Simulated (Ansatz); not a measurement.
**What uniaxial strain ε_zz = −0.50 % does to Ca**

The reference is Ca in the fcc (Cu type) structure (space group Fm-3m, No. 225; a = 5.4558 Å; relaxed with 0.1 eV smearing). Axes: x, y, z lie along the cube axes.

It is then changed as follows: the cell is compressed by 0.50 % along z with no lateral relaxation, atoms relaxed at fixed cell.

The values are results of Ansatz (an electronic-structure program), PBEsol, PAW, cutoff 420 eV, no spin-orbit coupling, not measurements. Γ-centred 21×21×21 mesh, Fermi–Dirac width 0.1 eV.

| quantity | base | changed | shift |
|---|---|---|---|
| volume per atom | 40.60 Å³ | 40.40 Å³ | -0.20 Å³ |
| space group | Fm-3m (No. 225) | I4/mmm (No. 139) | – |
| shortest interatomic distance | 3.858 Å | 3.848 Å | -0.010 Å |
| energy relative to the base (free energy F) | 0 meV/atom | +0.1 meV/atom | +0.1 meV/atom |
| pressure (mean of the normal stresses, compression positive) | 0.0 GPa | 0.1 GPa | +0.1 GPa |
| band gap | zero | zero | – |
| stress (xx, yy, zz, yz, xz, xy; compression positive) | – | (0.1, 0.1, 0.1, 0.0, 0.0, 0.0) GPa | – |

No phonon test of stability was made.
